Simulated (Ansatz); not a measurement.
The reference is C in the diamond structure (space group Fd-3m, No. 227; a = 3.5716 Å).

Level of theory: Ansatz (a quantum-chemistry and plane-wave program), PBE, PAW, cutoff 420 eV, no SOC.

One change was made to it. Results:

| quantity | base | after |
|---|---|---|
| lattice parameter a | 3.572 Å | 3.566 Å |
| width of the top valence band | 8.29 eV | 8.33 eV |
| band gap | 4.13 eV | 4.14 eV |

### Question
Which of these changes matches the shifts?
A) pressure 2.1 GPa
B) pressure 30 GPa
C) pressure −2 GPa
D) pressure 9 GPa

### Answer
A, pressure 2.1 GPa. For comparison, the lattice parameter a in the other runs: pressure 9 GPa gives 3.548 Å; pressure 30 GPa gives 3.499 Å; pressure −2 GPa gives 3.577 Å.

Load acts through the strain it causes; cell and atoms are relaxed under it. Whether these cells are dynamically stable was not tested. No other phases were tried under pressure.
